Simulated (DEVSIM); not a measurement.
System: abrupt GaAs p-n junction, at 350 K.

```
layer (left to right)  material  thickness (μm)  Nd (cm⁻³)  Na (cm⁻³)  τn (s)  τp (s)
---------------------  --------  --------------  ---------  ---------  ------  ------
1                          GaAs           0.630          -     7.6e17  5.4e-8  5.4e-8
2                          GaAs           0.620     4.7e14          -  5.4e-8  5.4e-8
```

Left contact: ohmic. Right contact: ohmic. Voltage is applied to the left contact. Recombination: SRH at mid-gap, radiative. Mobility is μmin + (μ − μmin)/(1 + (N/Nref)^α).

Constants are typed, rounded textbook-type inputs, not results; the design itself was drawn at random and stands for no fabricated device. Values at 300 K; Nc and Nv go as T^1.5, mobilities as T to minus their exponent, the gap by Varshni's rule with the affinity fixed.

```
parameter             GaAs
----------------  --------
gap (eV)             1.424
affinity (eV)         4.07
permittivity          12.9
Nc (cm⁻³)           4.7e17
Nv (cm⁻³)             9e18
μn (cm²/Vs)           8500
μp (cm²/Vs)            400
μn,min                 500
μp,min                  20
Nref,n                6e16
Nref,p              1.5e17
αn                    0.39
αp                    0.38
T exponent of μn       2.1
T exponent of μp       2.2
B (cm³/s)            2e-10
Varshni α (eV/K)  0.000541
Varshni β (K)          204
```

Simulated with DEVSIM: 1D drift-diffusion, Boltzmann statistics, complete ionisation; no tunnelling, impact ionisation, image-force lowering or self-heating.

The temperature was swept, all else fixed.

```
temperature (K)  dark forward voltage at 100 A/cm² (V)  potential step across the device at zero bias (V)  dark forward voltage at 1 A/cm² (V)  largest field in the device at zero bias (V/cm)
---------------  -------------------------------------  -------------------------------------------------  -----------------------------------  -----------------------------------------------
250                                                ___                                              1.256                                  ___                                            45000
300                                              1.068                                              1.182                                0.890                                            48000
350                                              0.980                                              1.104                                0.768                                            51000
400                                              0.891                                              1.024                                0.644                                            54000
450                                              0.800                                              0.942                                0.519                                            57000
500                                              0.708                                              0.858                                0.393                                            59000
```

Q: Some entries are withheld; supply them.

A: 
- 250, dark forward voltage at 100 A/cm² (V): 1.154
- 250, dark forward voltage at 1 A/cm² (V): 1.010
